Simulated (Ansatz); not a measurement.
# MgSe under a change: pressure −1 GPa

The reference is MgSe in the rock salt structure (space group Fm-3m, No. 225; a = 5.4498 Å).

Perturbation: a negative pressure, −1 GPa.

Calculations: PBEsol/PAW in Ansatz (a program for electronic structure), spin-orbit coupling left out. Γ-centred 10×10×10 mesh, Fermi–Dirac width 0.05 eV.

```csv
quantity,base,changed,shift
volume per atom,20.23 Å³,20.56 Å³,+0.33 Å³
density,4.24 g/cm³,4.17 g/cm³,-0.07 g/cm³
lattice parameter a,5.450 Å,5.479 Å,+0.029 Å
shortest interatomic distance,2.725 Å,2.739 Å,+0.0145 Å
enthalpy H = E + PV relative to the base's energy,–,-0.13 eV/atom,–
band gap,1.78 eV,1.75 eV,-0.025 eV
gap character,"indirect, Γ → X","indirect, Γ → X",–
smallest direct gap,2.50 eV,2.40 eV,-0.10 eV
mean gap deformation potential ΔEg/Δln V,–,-1.6 eV,–
width of the top valence band,2.57 eV,2.52 eV,-0.05 eV
electron mass,"0.49 mₑ along k, 0.23 mₑ across (at X)","0.48 mₑ along k, 0.23 mₑ across (at X)",–
"hole mass (degenerate bands, along [100])","0.16, 0.77, 0.77 mₑ (at Γ)","0.16, 0.79, 0.79 mₑ (at Γ)",–
"valley order (the lowest conduction-band minima on the path, energy above the VBM, named in the base's zone)",X along ⟨100⟩ 1.78 eV; Γ 2.50 eV,X along ⟨100⟩ 1.75 eV; Γ 2.40 eV,–
```

Final structure:

```xyz
2
Lattice="0.0000 2.7394 2.7394 2.7394 0.0000 2.7394 2.7394 2.7394 0.0000" Properties=species:S:1:pos:R:3 pbc="T T T"
Se     0.0000     0.0000     0.0000
Mg     2.7394     2.7394     2.7394
```

Load acts through the strain it causes; cell and atoms are relaxed under it. Masses are band curvatures over ±0.01 Å⁻¹ around the edge. Along k means along the line from Γ to the band edge. Stability against distortions was not tested.
